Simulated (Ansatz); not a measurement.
Results of PBEsol-D3(BJ) (Ansatz, a first-principles code, PAW) for cubic perovskite CsSnI₃ (cubic high-temperature phase).

Settings: plane-wave cutoff 520 eV, 6×6×6 k mesh, Fermi–Dirac smearing 0.01 eV, scalar-relativistic PAW data made under PBE.

Computed at the level's own relaxed cell.

Task: Estimate the volume per atom, bulk modulus B0 and lattice constant a that the calculation returns.

Result: 
- volume per atom = 43.98 Å³/atom
- bulk modulus B0 = 20.3 GPa
- lattice constant a = 6.036 Å

The run finds no gap.

Note: the relaxation could not lower the start's symmetry, so the cell can be a saddle point above a distorted one.

Spin–orbit coupling is not included; it can open a gap where bands touch, and shift volumes and moduli.

Computed values are for the static lattice.
